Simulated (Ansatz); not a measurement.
Electronic density of states of amorphous silicon oxide (Si$_{24}$O$_{47}$), density 2.15 g/cm³, on a 2×2×2 Γ-centred mesh with a Gaussian width of 0.1 eV; energies count from the Fermi level, whose place inside the gap is arbitrary. Cell and mesh are small, so fine structure isn't converged. Method: PBE, scalar-relativistic without spin-orbit coupling (plane waves to 420 eV, PAW; Ansatz, a first-principles code). Sampling: a 2×2×2 Γ-centred mesh; Fermi-Dirac width 0.02 eV; no spin polarisation. The usual formal charges leave 2 electrons over, so the level spacing at the Fermi energy parts defect or band states and needn't be the band gap. At PBE the levels at the filled edge of the gap are localised (band-tail or defect states), and the nearest spread-out levels lie 5.1 eV apart at the zone centre.

A CHGNet melt-quench gave the starting glass, which DFT then relaxed. O atoms were pushed apart under 1.9 Å during the dynamics, to hinder bonds among them. The hot cell started wider than the set density and was brought back towards it in steps. It is the lowest in DFT energy of 2 quenches. It is a model cell: composition and starting density were chosen by hand, and all elements were melted together. No dispersion term was used. A short ab initio anneal came between quench and relaxation. Its density started from a set value of 2.30 and ended at 2.15 g/cm³. Cooling (nominally 290 K/ps over its main leg) ran many orders faster than in experiment, which tends to leave more defects and strain. One small periodic cell is one sample of the glass; other quenches scatter about these values. Volume and shape were free in the relaxation. On a 2×2×2 Γ-centred mesh force components of up to 0.26 eV/Å stay, since the relaxation ran on the zone centre alone.

```tsv
E - EF (eV)	states/(eV atom)
-12.00	0.14
-11.90	0.14
-11.80	0.18
-11.70	0.18
-11.60	0.11
-11.50	0.12
-11.40	0.17
-11.30	0.21
-11.20	0.27
-11.10	0.26
-11.00	0.19
-10.90	0.22
-10.80	0.34
-10.70	0.33
-10.60	0.29
-10.50	0.29
-10.40	0.32
-10.30	0.38
-10.20	0.41
-10.10	0.47
-10.00	0.49
-9.90	0.48
-9.80	0.52
-9.70	0.45
-9.60	0.41
-9.50	0.43
-9.40	0.39
-9.30	0.35
-9.20	0.33
-9.10	0.28
-9.00	0.23
-8.90	0.19
-8.80	0.19
-8.70	0.30
-8.60	0.36
-8.50	0.35
-8.40	0.34
-8.30	0.41
-8.20	0.34
-8.10	0.25
-8.00	0.21
-7.90	0.41
-7.80	0.44
-7.70	0.36
-7.60	0.43
-7.50	0.52
-7.40	0.45
-7.30	0.42
-7.20	0.53
-7.10	0.72
-7.00	0.84
-6.90	0.81
-6.80	0.79
-6.70	0.76
-6.60	0.82
-6.50	0.86
-6.40	0.93
-6.30	0.98
-6.20	0.98
-6.10	0.91
-6.00	0.85
-5.90	0.82
-5.80	0.78
-5.70	0.79
-5.60	0.78
-5.50	0.65
-5.40	0.58
-5.30	0.54
-5.20	0.61
-5.10	0.61
-5.00	0.67
-4.90	0.69
-4.80	0.50
-4.70	0.52
-4.60	0.53
-4.50	0.34
-4.40	0.21
-4.30	0.06
-4.20	0.01
-4.10	0.02
-4.00	0.14
-3.90	0.26
-3.80	0.16
-3.70	0.15
-3.60	0.10
-3.50	0.01
-3.40	0.00
-3.30	0.00
-3.20	0.00
-3.10	0.00
-3.00	0.00
-2.90	0.00
-2.80	0.00
-2.70	0.00
-2.60	0.00
-2.50	0.00
-2.40	0.00
-2.30	0.00
-2.20	0.00
-2.10	0.00
-2.00	0.00
-1.90	0.00
-1.80	0.00
-1.70	0.00
-1.60	0.00
-1.50	0.00
-1.40	0.00
-1.30	0.00
-1.20	0.00
-1.10	0.00
-1.00	0.00
-0.90	0.02
-0.80	0.11
-0.70	0.12
-0.60	0.03
-0.50	0.00
-0.40	0.00
-0.30	0.00
-0.20	0.00
-0.10	0.00
0.00	0.00
0.10	0.00
0.20	0.00
0.30	0.00
0.40	0.00
0.50	0.00
0.60	0.01
0.70	0.02
0.80	0.03
0.90	0.04
1.00	0.05
1.10	0.06
1.20	0.05
1.30	0.03
1.40	0.02
1.50	0.02
1.60	0.04
1.70	0.08
1.80	0.05
1.90	0.06
2.00	0.09
2.10	0.07
2.20	0.08
2.30	0.10
2.40	0.13
2.50	0.13
2.60	0.17
2.70	0.18
2.80	0.17
2.90	0.18
3.00	0.22
3.10	0.24
3.20	0.24
3.30	0.26
3.40	0.31
3.50	0.34
3.60	0.36
3.70	0.36
3.80	0.32
3.90	0.35
4.00	0.38
4.10	0.40
4.20	0.42
4.30	0.50
4.40	0.54
4.50	0.54
```

The level spacing at the Fermi energy on this mesh is 1.42 eV; the broadening fills part of it in the curve.
